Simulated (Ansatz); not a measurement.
Band structure of NbC (Fm-3m, 2 atoms in the cell).

```yaml
crystal:
  lattice:
    - [0.00000, 2.22632, 2.22632]
    - [2.22632, 0.00000, 2.22632]
    - [2.22632, 2.22632, 0.00000]
  atoms:
    - { symbol: Nb, position: [0.00000, 0.00000, 0.00000] }
    - { symbol: C, position: [0.50000, 0.50000, 0.50000] }
```

Level of theory: PBE, PAW files (plane waves; Ansatz, an electronic-structure program).

Settings: basis.ecutwfc = 420 eV; kpoints.mp_grid.grid = 10 10 10; hamiltonian.xc = pbe; hamiltonian.pseudopotentials = {kind: paw} (the program's default PAW files); scf.occupations.method = gaussian; scf.occupations.width = 0.1 eV; kpoints.band_path.npoints = 8.

The starting cell comes from a database of computed structures (which also holds hypothetical and non-ambient phases and stackings), without a prior relaxation at this level. Its lattice was rescaled by a random factor within 2.5 % of one. Spin polarisation is off.

Levels in eV from the Fermi level, bands 5 to 12:
| point | 5 | 6 | 7 | 8 | 9 | 10 | 11 | 12 |
|---|---|---|---|---|---|---|---|---|
| Γ | -13.40 | -1.24 | -1.24 | -1.24 | -0.14 | -0.14 | -0.14 | 0.45 |
| X | -12.09 | -4.15 | -3.76 | -1.22 | -1.22 | 2.12 | 3.38 | 3.38 |
| W | -11.26 | -4.59 | -4.32 | -4.32 | 1.65 | 1.65 | 3.39 | 5.38 |
| K | -11.35 | -5.11 | -4.14 | -3.44 | -0.22 | 2.62 | 3.57 | 5.75 |
| L | -9.68 | -7.54 | -5.10 | -5.10 | 2.26 | 2.26 | 3.72 | 5.90 |
| U | -11.35 | -5.11 | -4.14 | -3.44 | -0.22 | 2.62 | 3.57 | 5.75 |

Bands cross the Fermi level along this path, so the cell is metallic at this level.

Keys are those of Ansatz 0.2.
